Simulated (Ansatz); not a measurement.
# Rb2InAgF6 under a change: pressure 30 GPa

The reference is Rb2InAgF6 (space group Fm-3m, No. 225; a = 8.917 Å; a cell from a computed database, its experimental status unchecked).

Now apply this change: a hydrostatic pressure of 30 GPa.

Computed with r2SCAN (Ansatz, an electronic-structure program, PAW, no SOC). Settings: 7×7×7 k-points, 0.05 eV Fermi–Dirac smearing.

The volume per atom shrinks by 4.27 Å³ to 13.45 Å³ and the lattice parameter a drops by 0.784 Å, from 8.917 Å to 8.133 Å. The shortest interatomic distance drops by 0.117 Å (2.073 Å → 1.956 Å) and the enthalpy H = E + PV relative to the base's energy amounts to +2.82 eV/atom. The band gap drops by 0.40 eV to 1.95 eV and the gap character remains direct at Γ. The width of the top valence band goes up by 0.17 eV, from 0.28 eV to 0.45 eV and the electron mass changes from 0.47 mₑ (at Γ) to 0.44 mₑ (at Γ).

Final structure:

```xyz
10
Lattice="0.0000 4.0665 4.0665 4.0665 0.0000 4.0665 4.0665 4.0665 0.0000" Properties=species:S:1:pos:R:3 pbc="T T T"
Rb     2.0332     2.0332     2.0332
Rb     6.0997     6.0997     6.0997
In     0.0000     0.0000     0.0000
Ag     4.0665     4.0665     4.0665
F      4.0665     4.0665     1.9561
F      4.0665     4.0665     6.1769
F      1.9561     4.0665     4.0665
F      6.1769     4.0665     4.0665
F      4.0665     1.9561     4.0665
F      4.0665     6.1769     4.0665
```

Cost of the whole job for the changed cell (relaxation, final SCF and bands): about 100 core-seconds (a rough figure).

Load acts through the strain it causes; cell and atoms are relaxed under it. Effective masses come from finite differences of ±0.01 Å⁻¹. Stability against distortions was not tested. Competing high-pressure phases were not computed.
